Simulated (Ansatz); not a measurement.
A relaxation of cell and atoms of TiCo (Pm-3m, 2 atoms in the cell) with Ansatz (a first-principles code).

Method of the run: LDA (PW92), default PAW files made with PBE (plane waves; Ansatz).

The change in words: atoms on their sites; relax: default → cell and atoms. Reference geometry:
```
CELL_PARAMETERS angstrom
      2.98103     0.00000     0.00000
      0.00000     2.98103     0.00000
      0.00000     0.00000     2.98103
ATOMIC_POSITIONS crystal
  Ti 0.00000 0.00000 0.01677
  Co 0.50000 0.50000 0.50000
```

Reference input (self-consistent single point, DFT, LDA (PW92), plane waves, default PAW files made with PBE): basis.ecutwfc = 30.9 Ry; kpoints.mp_grid.grid = 11 11 11; hamiltonian.xc = lda; hamiltonian.pseudopotentials = {kind: paw} (the program's default PAW files); scf.occupations.method = fermi_dirac; scf.occupations.width = 0.0073 Ry. This run's input differs from it in these lines:

```diff
@@ -6,3 +6,3 @@
   atoms:
-    - { symbol: Ti, position: [0.00000000, 0.00000000, 0.01677300] }
+    - { symbol: Ti, position: [0.00000000, 0.00000000, 0.00000000] }
     - { symbol: Co, position: [0.50000000, 0.50000000, 0.50000000] }
@@ -17,2 +17,4 @@
   occupations: { method: fermi_dirac, width: 0.0073 Ry }
+relax:
+  cell: {}
 output:
```

Output (repeated stretches shortened):

```
   [... SCF lines of the steps left out ...]
relax step   1: F+E_penalty+E_count = -7513.91079704 eV  Δ(F+E_penalty+E_count) = +0.000e0 eV  max|allowed force component| = 1.486e-29 eV/Å  Δτ_max = 0.0000 Å  P = -14.225 GPa  Ω = 26.491 Å³  (6 SCF iters, dr2 threshold 1.00e-7 eV, accepted)
relax step   2: F+E_penalty+E_count = -7514.00854054 eV  Δ(F+E_penalty+E_count) = -9.774e-2 eV  max|allowed force component| = 1.170e-29 eV/Å  Δτ_max = 0.0000 Å  P = +0.445 GPa  Ω = 24.418 Å³  energy of the carried Pulay correction = +1.884e-3 eV  [...]
   [... lines left out ...]
relax step   6: F+E_penalty+E_count = -7514.00746092 eV  Δ(F+E_penalty+E_count) = -1.370e-5 eV  max|allowed force component| = 5.943e-29 eV/Å  Δτ_max = 0.0000 Å  P = +0.001 GPa  Ω = 24.459 Å³  energy of the carried Pulay correction = +1.058e-5 eV  [...]
relax step   7: F+E_penalty+E_count = -7514.00744004 eV  Δ(F+E_penalty+E_count) = +2.088e-5 eV  max|allowed force component| = 1.275e-28 eV/Å  Δτ_max = 0.0000 Å  P = -0.000 GPa  Ω = 24.459 Å³  stress off target by 1.92e-4 GPa  SCF on the basis [...]
basis re-selected at this cell: Δ(F+E_penalty+E_count) = +2.088e-5 eV, ΔP = -0.001 GPa vs the last step
the relaxation is at rest under the 48 symmetry operations that the run kept from its start: a minimum is not shown …
Stability not checked: this state was not tested for a lower state beside it, because too few of the mixer's solves of this state at the end of the SCF gave a …
Free energy (F): -7514.007440 eV
Internal energy: -7513.925002 eV  (E = F + TS)
   [... lines left out ...]
Fermi energy:    17.979481 eV
   [... lines left out ...]
  cell:  # Å, volume = 24.4588 Å³
    - [2.9027652182109347, -1.4444474582904267e-34, 0.0]
    - [-1.4444474582904267e-34, 2.9027652182109347, 1.2839532962581572e-34]
    - [0.0, 1.2839532962581572e-34, 2.9027652182109347]
  atoms:
    - { symbol: Ti, position: [-1.2921238259180602e-34, -2.0189434779934498e-36, 1.6151547823958613e-35] }
    - { symbol: Co, position: [0.49999999999999994, 0.49999999999999994, 0.49999999999999994] }
```

The run converged.  The full log also holds: “iter 4 did not close the SCF: its close was put off for the readings that it lacked (scf_convergence_deferred on its scf_iter line)”. The full log also holds: “iter 5 did not close the SCF: its close was put off for the readings that it lacked (scf_convergence_deferred on its scf_iter line)”.

Summary of the result:
- Free energy E − TS (on the zero of these files): -7514.0074 eV
- Fermi level (on the code's own zero): 17.98 eV
- Pressure: 0.00 GPa
- Final cell: a = b = c = 2.9028 Å, α = β = γ = 90.00°
- Final volume per atom: 12.23 Å³
- Relaxation steps: 7

The starting cell has typed, rounded lattice constants, without a prior relaxation at this level. Its lattice was rescaled by up to half a per cent. Spin polarisation is off. The relaxation keeps the symmetry of its start, so its end need not be a minimum. Ansatz's pressure includes its estimate of the finite-basis (Pulay) stress.

Keys are those of Ansatz 0.2.
